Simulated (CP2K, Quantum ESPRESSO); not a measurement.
A Quantum ESPRESSO input for a self-consistent single point of PbF2 (Fm-3m, 3 atoms in the cell) (DFT, PBE, plane waves, SSSP 1.1.2 efficiency (PBE) pseudopotentials):

```fortran
&CONTROL
 calculation = 'scf',
 prefix = 'scf',
 outdir = './work',
 pseudo_dir = './',
 tprnfor = .true.,
 tstress = .true.,
/
&SYSTEM
 ibrav = 2,
 celldm(1) = 10.81232125,
 nat = 3,
 ntyp = 2,
 ecutwfc = 55,
 ecutrho = 440,
 occupations = 'fixed',
 nbnd = 16,
/
&ELECTRONS
 conv_thr = 1.0d-9,
/
ATOMIC_SPECIES
Pb   207.2000  Pb.pbe-dn-kjpaw_psl.0.2.2.UPF
F     18.9984  f_pbe_v1.4.uspp.F.UPF
ATOMIC_POSITIONS {crystal}
Pb    0.00000000    0.00000000    0.00000000
F     0.75000000    0.75000000    0.75000000
F     0.25000000    0.25000000    0.25000000
K_POINTS {automatic}
10 10 10  0 0 0
```

Question: Give the CP2K input for the same structure, mesh, smearing and functional.

Answer: One input that does it (others would too):

```
&GLOBAL
  PROJECT run
  RUN_TYPE ENERGY_FORCE
  PRINT_LEVEL MEDIUM
&END GLOBAL
&FORCE_EVAL
  METHOD Quickstep
  STRESS_TENSOR ANALYTICAL
  &DFT
    BASIS_SET_FILE_NAME BASIS_MOLOPT
    POTENTIAL_FILE_NAME GTH_POTENTIALS
    &QS
      METHOD GPW
      EPS_DEFAULT 1E-11
    &END QS
    &MGRID
      CUTOFF 550
      REL_CUTOFF 50
      NGRIDS 5
    &END MGRID
    &SCF
      SCF_GUESS ATOMIC
      EPS_SCF 1E-6
      MAX_SCF 100
      ADDED_MOS 4
      &DIAGONALIZATION
        ALGORITHM STANDARD
      &END DIAGONALIZATION
      &MIXING
        METHOD BROYDEN_MIXING
        ALPHA 0.2
        NBUFFER 8
        BETA 1.5
      &END MIXING
    &END SCF
    &KPOINTS
      SCHEME MACDONALD 10 10 10 0.05 0.05 0.05
    &END KPOINTS
    &XC
      &XC_FUNCTIONAL PBE
      &END XC_FUNCTIONAL
    &END XC
    &PRINT
      &MO
        EIGENVALUES T
        OCCUPATION_NUMBERS T
        NDIGITS 8
        FILENAME mo
        &EACH
          QS_SCF 0
        &END EACH
        ADD_LAST NUMERIC
      &END MO
      &MULLIKEN ON
      &END MULLIKEN
    &END PRINT
  &END DFT
  &SUBSYS
    &CELL
      A 4.04580600 0.00000000 0.00000000
      B 2.02290300 3.50377100 0.00000000
      C 2.02290300 1.16792400 3.30338700
      PERIODIC XYZ
    &END CELL
    &COORD
      Pb       0.00000000     0.00000000     0.00000000
      F        6.06870900     3.50377125     2.47754025
      F        2.02290300     1.16792375     0.82584675
    &END COORD
    &KIND Pb
      BASIS_SET DZVP-MOLOPT-SR-GTH-q4
      POTENTIAL GTH-PBE-q4
    &END KIND
    &KIND F
      BASIS_SET DZVP-MOLOPT-SR-GTH-q7
      POTENTIAL GTH-PBE-q7
    &END KIND
  &END SUBSYS
  &PRINT
    &FORCES ON
    &END FORCES
    &STRESS_TENSOR ON
    &END STRESS_TENSOR
  &END PRINT
&END FORCE_EVAL
```

Basis settings and potentials, where a program has them, do not carry over. This input uses DFT PBE, GPW, DZVP-MOLOPT-SR-GTH basis, GTH-PBE potentials (GTH_POTENTIALS). Both were run: pressure 13.44 GPa in Quantum ESPRESSO and 13.47 in CP2K; gap on the mesh 4.379 eV in Quantum ESPRESSO and 4.325 in CP2K.

On Quantum ESPRESSO: the starting cell comes from a database of computed structures (which also holds hypothetical and non-ambient phases and stackings), without a prior relaxation at this level. Its lattice was rescaled by a random factor within 2.5 % of one. For this run, on top of that: lattice scaled by 0.98. Spin-orbit coupling is off. With a pressure of about 13 GPa the cell is away from its equilibrium volume at this level.

On CP2K: the starting cell comes from a database of computed structures (which also holds hypothetical and non-ambient phases and stackings), without a prior relaxation at this level. Its lattice was rescaled by a random factor within 2.5 % of one. For this run, on top of that: lattice scaled by 0.98. Spin-orbit coupling is off. Values carry the incompleteness of an atom-centred basis. With a pressure of about 13 GPa the cell is away from its equilibrium volume at this level.
